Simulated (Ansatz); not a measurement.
W under a change: pressure 15 GPa

Consider W in the bcc (W type) structure (space group Im-3m, No. 229; a = 3.1693 Å).

Modification: a hydrostatic pressure of 15 GPa.

All numbers come from r2SCAN (Ansatz, a quantum-chemistry and plane-wave program, PAW, no SOC). k-mesh 21×21×21 (Γ-centred); smearing 0.05 eV (Fermi–Dirac).

The volume per atom falls by 0.674 Å³ to 15.24 Å³ and the density increases by 0.85 g/cm³ (19.18 g/cm³ → 20.03 g/cm³). The shortest interatomic distance falls by 0.0393 Å (2.745 Å → 2.705 Å) and the enthalpy H = E + PV relative to the base's energy amounts to +1.46 eV/atom. The band gap is still zero.

Final structure:

```
CELL_PARAMETERS angstrom
     -1.56196     1.56196     1.56196
      1.56196    -1.56196     1.56196
      1.56196     1.56196    -1.56196
ATOMIC_POSITIONS crystal
  W  0.00000 0.00000 0.00000
```

Load acts through the strain it causes; cell and atoms are relaxed under it. Stability against distortions was not tested. No other phases were tried under pressure. All final runs are without spin polarisation.
